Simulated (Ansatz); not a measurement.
Competing hops of interstitial Na in beta Ga2O3, charge state +1

Defect: interstitial Na in beta Ga2O3, charge state +1. Computed with PBE, PAW (plane waves to 420 eV; Ansatz, a quantum-chemistry and plane-wave program).

Cell of 120 host sites held at the relaxed PBE lattice; the Γ point alone; Fermi-Dirac width 0.01 eV, spin-restricted; finite-size errors left in. Energies are static. The charge state is imposed; whether it is stable for some Fermi level was not computed. Sites that were not tried may lie lower.

Barriers: single points on a 2×2×2 k-point mesh shifted by half a step at the bands' geometries.

```json
[
 {"Route": "several atoms move together, Na the farthest", "Start site over the lowest site run (eV)": "0.00", "Hop (Å)": "1.77", "Forward barrier (eV)": "0.28", "Backward barrier (eV)": "0.28", "Neighbours at the start": "2 Ga at 2.49; O at 1.99, 2 O at 2.15, 2 O at 2.50 Å", "Neighbours at the saddle": "2 Ga at 2.53; 2 O at 2.01, 2 O at 2.49, 2 O at 2.60 Å", "Saddle order": "not checked, on a symmetry element", "Forward, on the band's own sampling (eV)": "0.28"},
 {"Route": "several atoms move together, Na the farthest", "Start site over the lowest site run (eV)": "0.82", "Hop (Å)": "3.08", "Forward barrier (eV)": "0.77", "Backward barrier (eV)": "0.77", "Neighbours at the start": "2 Ga at 2.26; 6 O at 2.14 Å", "Neighbours at the saddle": "2 O at 1.95, 2 O at 2.46 Å", "Saddle order": "not checked, on a symmetry element", "Forward, on the band's own sampling (eV)": "0.78"},
 {"Route": "several atoms move together, Na the farthest", "Start site over the lowest site run (eV)": "0.00", "Hop (Å)": "3.28", "Forward barrier (eV)": "2.67", "Backward barrier (eV)": "1.57", "Neighbours at the start": "2 Ga at 2.49; O at 1.99, 2 O at 2.15, 2 O at 2.50 Å", "Neighbours at the saddle": "Ga at 2.33, Ga at 2.40, Ga at 2.46; O at 2.02, O at 2.03, O at 2.04, O at 2.05 Å", "Saddle order": "not checked", "Forward, on the band's own sampling (eV)": "2.66"}
]
```

Paths come from CI-NEB runs. Of the routes that converged and passed our checks, the lowest saddle point lies 0.28 eV above the lowest of the sites run (several atoms move together, Na the farthest); other sites, such as split forms, and other routes may lie lower. A band can be held on a symmetry element, so unchecked saddle points there may be too high.

The whole set of runs took about 4 core-hours (a rough figure).
